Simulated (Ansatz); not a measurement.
## MoS2 in the 3R-MoS2 type structure (space group R3m, No. 160; layered, stacked along the Cartesian z axis)

```yaml
crystal:
  lattice:
    - [1.58761, 0.91661, 6.19494]
    - [-1.58761, 0.91661, 6.19494]
    - [0.00000, -1.83321, 6.19494]
  atoms:
    - { symbol: Mo, position: [0.00000, 0.00000, 0.00000] }
    - { symbol: S, position: [0.75030, 0.75030, 0.75030] }
    - { symbol: S, position: [0.58300, 0.58300, 0.58300] }
```

Computed with Ansatz (a first-principles code), r2SCAN+rVV10, PAW, cutoff 500 eV, scalar-relativistic without spin-orbit coupling. Γ-centred 12×12×12 mesh, Fermi–Dirac width 0.05 eV.

| Quantity | Result |
|---|---|
| Volume per atom | 18.03 Å³ |
| Density | 4.91 g/cm³ |
| Band gap | 1.02 eV, indirect, T → k = (0.167, -1/2, -0.167) in the run's primitive reciprocal basis |
| Hole mass | 0.85 mₑ along k, 0.69 mₑ across |
| Total energy | -2259.866 eV/atom (σ→0; compares only within this code and set-up) |

Effective masses come from finite differences of ±0.01 Å⁻¹. Along k means along the line from Γ to the band edge. Stability against distortions was not tested.
